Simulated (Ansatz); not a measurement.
System: MoPt (model structure, Fm-3m, No. 225, 2 atoms in the cell). Method: PBEsol in Ansatz (PAW).

Numerical settings: plane-wave cutoff 520 eV, 20×20×20 k mesh, Fermi–Dirac smearing 0.05 eV, no spin polarisation, scalar-relativistic PAW data made under PBE.

Cell (relaxed at this level):

```xyz
2
Lattice="0.0000 2.5910 2.5910 2.5910 0.0000 2.5910 2.5910 2.5910 0.0000" Properties=species:S:1:pos:R:3 pbc="T T T"
Pt     0.0000     0.0000     0.0000
Mo     2.5910     2.5910     2.5910
```

**Question.** Estimate the bulk modulus that the calculation returns.

**Answer.** 
- bulk modulus: 220 GPa

Note: the run has no spin polarisation, so it can have missed a magnetic state; the bulk modulus is −V dP/dV from two relaxed cells at ±2 % in volume; the relaxation could raise the start's symmetry but not lower it, so the cell can be a saddle point.

Spin–orbit coupling is not included.

The computed numbers hold no vibrational or temperature effects.

Cost on a shared machine: very roughly 40 core-seconds.

A model structure was made by putting elements into a prototype or built by hand; it is no filed structure, need not be a known phase, and can be a saddle point held by its symmetry.

Ansatz is a first-principles code.
